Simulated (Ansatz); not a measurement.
Worked example: self-consistent single point of Zr₂AlN (P6_3/mmc, 8 atoms in the cell) in Ansatz (an electronic-structure program).

Computed with PBEsol, default PAW files made with PBE (plane waves; Ansatz).

```
Zr2AlN
1.0
    3.16721     0.00000     0.00000
   -1.58361     2.74289     0.00000
    0.00000     0.00000    14.19709
Al Zr N
2 4 2
Cartesian
  0.00000   1.82859  10.64782
  1.58361   0.91430   3.54927
  0.00000   1.82859   1.22095
  1.58361   0.91430   8.31950
  1.58361   0.91430  12.97614
  0.00000   1.82859   5.87760
  0.00000   0.00000   0.00000
  0.00000   0.00000   7.09855
```

Reference input (self-consistent single point, DFT, PBEsol, plane waves, default PAW files made with PBE): basis.ecutwfc = 420 eV; kpoints.mp_grid.grid = 6 6 2; hamiltonian.xc = pbesol; hamiltonian.pseudopotentials = {kind: paw} (the program's default PAW files); scf.occupations.method = gaussian; scf.occupations.width = 0.1 eV. This run's input differs from it in these lines:

Ansatz 0.2 input:
```diff
@@ -16,3 +16,3 @@
 basis:
-  ecutwfc: 420.0 eV
+  ecutwfc: 630.0 eV
 kpoints:
```

Output (repeated stretches shortened):

```
SCF iter   1: F=—  HF=-18330.027340 eV  |F-HF|=—  |Δ(HF+E_count)|=         —  Δρ=5.86e-3  dr2=4.26e-2  ethr=1.77e-3  ⟨swp⟩=5.9  Hψ=2323  notcnv=0
all-band conjugate gradients solve this SCF's bands
preconditioner: auto → Resta (q_TF=auto, 2.446 Å⁻¹)
SCF iter   2: F=—  HF=-18330.018646 eV  |F-HF|=—  |Δ(HF+E_count)|=   8.69e-3  Δρ=2.59e-3  dr2=8.55e-3  ethr=6.66e-5  ⟨swp⟩=2.0  Hψ=728  notcnv=0
SCF iter   3: F=—  HF=-18330.016811 eV  |F-HF|=—  |Δ(HF+E_count)|=   1.84e-3  Δρ=6.02e-4  dr2=3.89e-4  ethr=1.34e-5  ⟨swp⟩=2.1  Hψ=731  notcnv=0
SCF iter   4: F=—  HF=-18330.016732 eV  |F-HF|=—  |Δ(HF+E_count)|=   7.90e-5  Δρ=7.09e-5  dr2=4.94e-6  ethr=6.08e-7  ⟨swp⟩=2.1  Hψ=769  notcnv=0
SCF iter   5: F=—  HF=-18330.016762 eV  |F-HF|=—  |Δ(HF+E_count)|=   3.04e-5  Δρ=1.45e-5  dr2=2.42e-7  ethr=7.72e-9  ⟨swp⟩=2.0  Hψ=910  notcnv=0
SCF iter   6: F=-18330.016762 eV  HF=-18330.016762 eV  |F-HF|=3.42e-9  |Δ(HF+E_count)|=   3.56e-8  Δρ=2.15e-6  dr2=6.53e-9  ethr=1.56e-10  ⟨swp⟩=9.0  Hψ=2165  notcnv=0
SCF 1 converged in 6 iterations: F = -18330.016762 eV  dr2 = 6.53e-9
Free energy (F): -18330.016762 eV
Internal energy: -18330.003096 eV  (E = F + TS)
E sigma→0 (E₀):  -18330.009929 eV
Entropy (-TS):   -0.013666 eV (-1.708 meV/atom)
Fermi energy:    13.907796 eV
--- Forces (eV/Å), atoms counted from 1 ---
  atom   1  Al     0.00000000     0.00000000     0.00000000
  atom   2  Al    -0.00000000    -0.00000000    -0.00000000
  atom   3  Zr     0.00000000     0.00000000     1.01321661
  atom   4  Zr    -0.00000000    -0.00000000     1.01321661
  atom   5  Zr     0.00000000    -0.00000000    -1.01321661
  atom   6  Zr    -0.00000000     0.00000000    -1.01321661
  atom   7  N      0.00000000    -0.00000000     0.00000000
  atom   8  N      0.00000000     0.00000000    -0.00000000
--- Stress (GPa, compression-positive) ---
        9.373910       0.000000      -0.000000
        0.000000       9.373910      -0.000000
       -0.000000      -0.000000       9.364971
  P = ⅓ Tr σ = 9.3709 GPa (93.709 kbar)
  The stress holds the Pulay correction. Without it, at fixed plane waves, as pw.x and ABINIT print it: P = 9.3668 GPa
```

The run converged in 6 iterations. Against the reference run the free energy drops by 1.5 meV/atom, the pressure hardly changes (9.38 to 9.37 GPa) and the largest force moves little (1.014 to 1.013 eV/Å).

The starting cell was generated: these elements placed on a structure prototype, without a prior relaxation; it need not be a known phase or ordering of this composition. Forces in this geometry exceed 1 eV/Å. Ansatz's pressure includes its estimate of the finite-basis (Pulay) stress.
